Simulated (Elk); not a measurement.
Worked example: self-consistent single point of Cd (P6_3/mmc, 2 atoms in the cell) in Elk.

Computed with PBE, spin-orbit coupling in second variation, all-electron FP-LAPW, Elk's shipped species files, default APW+lo basis run with Elk.

```
Cd
1.0
    1.50192    -2.60140     0.00000
    1.50192     2.60140     0.00000
    0.00000     0.00000     5.66496
Cd
2
Direct
  0.33333   0.66667   0.25000
  0.66667   0.33333   0.75000
```

Reference input (self-consistent single point, DFT, PBE, all-electron FP-LAPW, Elk's shipped species files, default APW+lo basis): xctype = 20; rgkmax = 7; stype = 0; swidth = 0.00367493 Ha; ngridk = 13 13 6. This run's input differs from it in these lines:

```diff
@@ -6,4 +6,13 @@
 
+spinorb
+  .true.
+
 rgkmax
   7.0
+
+lmaxi
+  3
+
+nempty
+  10
```

Output (repeated stretches shortened):

```
│ Self-consistent loop started │
│ Loop number : 1 │
 total energy                :     -11193.3869224
 total moment                :   0.5227030727E-19 -0.7986051017E-19 -0.3755496892E-18
│ Loop number : 2 │
 total energy                :     -11193.5203413
 total moment                :   0.5830689094E-19 -0.8059268519E-19 -0.3784141446E-18
RMS change in Kohn-Sham potential (target) :   0.6217008581E-01 (  0.1000000000E-05)
Absolute change in total energy (target)   :   0.1334189899     (  0.1000000000E-03)
│ Loop number : 3 │
 total energy                :     -11193.5165420
   [... lines left out ...]
 total energy                :     -11192.2072313
 total moment                :   0.6659554392E-19 -0.9239395575E-19 -0.3917101871E-18
RMS change in Kohn-Sham potential (target) :   0.6277757059E-07 (  0.1000000000E-05)
Absolute change in total energy (target)   :   0.1798965295E-03 (  0.1000000000E-03)
│ Loop number : 14 │
 total energy                :     -11192.2072232
 total moment                :   0.6453583631E-19 -0.8535977848E-19 -0.3885800358E-18
RMS change in Kohn-Sham potential (target) :   0.1307008384E-07 (  0.1000000000E-05)
Absolute change in total energy (target)   :   0.5309823428E-04 (  0.1000000000E-03)
Convergence targets achieved

│ Loop number : 15 │

Energies :
 Fermi                       :     0.211396492719
 xc effective B-field        :    -0.839023776466E-09
 external B-field            :      0.00000000000
 total energy                :     -11192.2072228
 (external B-field energy excluded from total)

Density of states at Fermi energy :    16.96003651
 (states/Hartree/unit cell)

Estimated indirect band gap :   0.2907997588E-02
 from k-point     83 to k-point      5
Estimated direct band gap   :   0.2739129356E-01
 at k-point     83

Charges :
 core                        :    60.00000000
 valence                     :    36.00000000
 interstitial                :    2.754266026
 muffin-tins (core leakage)
  species :    1 (Cd)
   atom    1                 :    46.62286699     (  0.2456804150E-03)
   [... lines left out ...]
 muffin-tins
  species :    1 (Cd)
   atom    1                 :   0.1098004563E-20  0.3551836548E-20  0.5246577995E-21
   atom    2                 :   0.1098004563E-20  0.3551836548E-20  0.5246577995E-21
 total in muffin-tins        :   0.2196009127E-20  0.7103673097E-20  0.1049315599E-20
 total moment                :   0.6731850373E-19 -0.8684135367E-19 -0.3942812672E-18

│ Self-consistent loop stopped │
```

The run converged in 15 iterations. The count includes the last loop, which Elk runs after its targets are met. 

The starting cell has typed, rounded lattice constants, without a prior relaxation at this level. Its lattice was rescaled by a random factor within 2.5 % of one. Values depend on the basis (sphere radii, cutoffs, local orbitals), which need not be converged. The log's line on a gap gives a spacing of levels on this mesh, which the program prints for metals too.

Cost on one core of a shared machine: roughly 40 s.
